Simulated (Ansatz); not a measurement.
## C: response to strain

Consider C in the diamond structure (space group Fd-3m, No. 227).

```
CELL_PARAMETERS angstrom
      0.00000     1.78014     1.78014
      1.78014     0.00000     1.78014
      1.78014     1.78014     0.00000
ATOMIC_POSITIONS crystal
  C  0.00000 0.00000 0.00000
  C  0.25000 0.25000 0.25000
```

Strains are applied to the cell and any free atomic positions relax.

Computed with Kohn–Sham DFT with the r2SCAN functional, run in Ansatz (a quantum-chemistry and plane-wave program) with PAW and 500 eV plane waves, scalar-relativistic without spin-orbit coupling.

Notes on the quantities. energy relative to the base: free energy F.

| isotropic strain (%) | energy relative to the base (meV/atom) |
|---|---|
| -3 | 69.7 |
| -2.5 | 47.7 |
| -2 | 30.1 |
| -1.5 | 16.7 |
| -1 | ? |
| -0.5 | 1.8 |
| 0 | 0.0 |

Fit ΔE = Aε² + Bε³ (ε in %) to the rows shown and predict the withheld row.

Least squares on the printed values gives A = 7.09 and B = -0.22 meV/atom (largest residual 0.0 meV/atom); this predicts 7.3 meV/atom, and the run gives 7.3 meV/atom, in agreement.

No phonon test of stability was made.
